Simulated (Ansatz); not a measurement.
## GaN: band gap against strain

GaN (zinc blende, F-43m, 11.375 Å³/atom at rest, cube axes along x, y and z) under an equal strain ε along all three axes. r2SCAN in Ansatz, a plane-wave DFT program (PAW, default set), 500 eV, 13×13×13 Γ-centred mesh, Fermi-Dirac smearing 0.05 eV; ions are relaxed within the symmetry of each cell. Gaps are the smallest over the k-mesh and a band path, without spin-orbit coupling; in all rows the valence edge lies at Γ and the conduction edge at Γ.

Here s stands for strain and Eg for gap.

```
strain (%)  gap (eV)
----------  --------
-1.50          2.473
-1.00          2.371
-0.50          2.269
0.00           2.168
0.50           2.068
1.00           1.968
1.50           1.868
3.00               ?
```

Question: Using a straight line, estimate the missing Eg at s = 3.00 from the other rows, showing the fit.

Answer: Means: s 0, Eg 2.1693. About the means, the sum of products is -1.4110 and the sum of squares of s is 7.0000; the slope is their ratio. Least squares gives Eg = 2.1693 - 0.20157·s. Residuals (row less fit): 0.0013, 0.0001, -0.0011, -0.0013, -0.0005, 0.0003, 0.0011; standard error 0.0011 (degrees of freedom: 5). Over these rows the gap moves by -20 ± 0.04 eV per unit strain, or -6.7 eV per unit of ln V. At the withheld row, Eg = 2.1693 - 0.20157 × 3.0 = 1.5646 eV. The calculation gives 1.574 eV, 0.0094 eV above the prediction (1.0 % of the range of Eg in the table). The row lies outside the fitted rows, so this is an extrapolation. From the scatter of the fitted rows alone, a prediction at this place has a standard error of 0.0017 eV, so the miss is 5.5 times that.

One order more, fitted to all 13 runs of the series, follows each within 0.001, so the miss is the next term of a smooth law. Other structures, which can take over under pressure, weren't tried. GaN is here a metastable form; wurtzite is the usual one. Rows are the converged runs of the series near zero and its far end; series whose fitted rows scatter by over a few per cent of the range, as at a crossing or softening among them, aren't shown in this form. Most that stay on the fit to the last digits aren't either.
